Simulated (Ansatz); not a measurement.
LaCO (C2/m, No. 12, 6 atoms in the cell; start mp-27311)

Level of theory: PBEsol (Ansatz, a quantum-chemistry and plane-wave program, PAW).

Numerical settings: plane-wave cutoff 520 eV, 10×10×6 k mesh (along the axes of the cell as run), Fermi–Dirac smearing 0.01 eV, scalar-relativistic PAW data made under PBE.

Cell (relaxed with PBEsol):

```yaml
crystal:
  lattice:
    - [3.50675, -1.98428, -0.00786]
    - [3.50675, 1.98428, -0.00786]
    - [-0.68907, 0.00000, 7.23123]
  atoms:
    - { symbol: La, position: [0.31565, 0.31565, 0.29173] }
    - { symbol: La, position: [0.68435, 0.68435, 0.70827] }
    - { symbol: C, position: [0.04030, 0.04030, 0.92636] }
    - { symbol: C, position: [0.95970, 0.95970, 0.07364] }
    - { symbol: O, position: [0.65236, 0.65236, 0.37886] }
    - { symbol: O, position: [0.34764, 0.34764, 0.62114] }
```

For LaCO (C2/m, No. 12, 6 atoms in the cell; start mp-27311), the band gap is 2.89 eV. The Γ–Γ gap comes out as 3.35 eV.

Spin–orbit coupling is not included.

The result took about 80 core-seconds (a rough figure).

A start named mp-… is a Materials Project structure, which need not be a measured phase.
